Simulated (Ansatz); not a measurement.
Consider a periodic stack without vacuum, fcc Pd (0 0 1) on cubic SrTiO3 (0 0 1) (film strained to the substrate, started from cuts of the bulks and a machine-learned relaxation; slabs Sr3Ti4O11 and Pd12, which can lie off the formulas): substrate slab Sr3Ti4O11, film Pd12, surface cells [[0, 1], [-1, 0]] and [[0, -1], [2, 1]], film strained by -0.2 and -0.2 %, outermost planes OTi/OTi and Pd/Pd as cut, which need not be the usual terminations and can put a slab off its formula. Its start:

```yaml
crystal:
  lattice:
    - [3.93679, 0.00000, -0.00749]
    - [0.00000, 3.93679, 0.00411]
    - [-0.05176, -0.62641, 27.96695]
  atoms:
    - { symbol: Sr, position: [0.00580, 0.03971, 0.12248] }
    - { symbol: Ti, position: [0.51001, 0.53764, 0.05843] }
    - { symbol: O, position: [0.97646, 0.49966, 0.05709] }
    - { symbol: O, position: [0.47690, 0.00068, 0.05729] }
    - { symbol: O, position: [0.48445, 0.52026, 0.12593] }
    - { symbol: Sr, position: [0.00799, 0.04798, 0.26739] }
    - { symbol: Ti, position: [0.50852, 0.54692, 0.19726] }
    - { symbol: O, position: [0.98635, 0.52998, 0.19654] }
    - { symbol: O, position: [0.48455, 0.03158, 0.19646] }
    - { symbol: O, position: [0.48901, 0.54718, 0.26719] }
    - { symbol: Sr, position: [0.01468, 0.05603, 0.41222] }
    - { symbol: Ti, position: [0.51263, 0.54899, 0.33742] }
    - { symbol: O, position: [0.98979, 0.56431, 0.33790] }
    - { symbol: O, position: [0.48811, 0.06297, 0.33787] }
    - { symbol: O, position: [0.49057, 0.57490, 0.40844] }
    - { symbol: Ti, position: [0.52205, 0.55744, 0.47594] }
    - { symbol: O, position: [0.98466, 0.59322, 0.47736] }
    - { symbol: O, position: [0.48518, 0.09423, 0.47722] }
    - { symbol: Pd, position: [0.92146, 0.68915, 0.66290] }
    - { symbol: Pd, position: [0.42094, 0.18864, 0.66291] }
    - { symbol: Pd, position: [0.42137, 0.67608, 0.59265] }
    - { symbol: Pd, position: [0.91948, 0.17807, 0.59348] }
    - { symbol: Pd, position: [0.92353, 0.71312, 0.80441] }
    - { symbol: Pd, position: [0.42359, 0.21332, 0.80437] }
    - { symbol: Pd, position: [0.42220, 0.70100, 0.73365] }
    - { symbol: Pd, position: [0.92203, 0.20112, 0.73354] }
    - { symbol: Pd, position: [0.92747, 0.73592, 0.94527] }
    - { symbol: Pd, position: [0.42890, 0.23914, 0.94539] }
    - { symbol: Pd, position: [0.42545, 0.72578, 0.87514] }
    - { symbol: Pd, position: [0.92585, 0.22487, 0.87513] }
```

The start was prepared with a machine-learned potential, and the result is one local minimum, with the in-plane cell held and forces under 0.04 eV/Å; the film can end far from its bulk form.

Calculation: PBE (plane waves to 420 eV, PAW; Ansatz, a program for electronic structure). Spin–orbit coupling is left out; the runs are not spin-polarised; PBE gaps are too small against experiment. Its k-point mesh 8×8×1, Fermi–Dirac width 0.05 eV.

Q: Predict the relaxed interface.

A: 
```
Quantity                                                                                   Result
--------------------------------------------------------------------------------  ---------------
interface area                                                                            15.5 Å²
period                                                                                    26.03 Å
heights between the nearest atoms of the two slabs at the two interfaces          2.16 and 2.16 Å
Pd–Ti contacts across the interfaces within 1.22 times the sum of covalent radii   8, mean 2.92 Å
O–Pd contacts across the interfaces within 1.22 times the sum of covalent radii    4, mean 2.19 Å
```
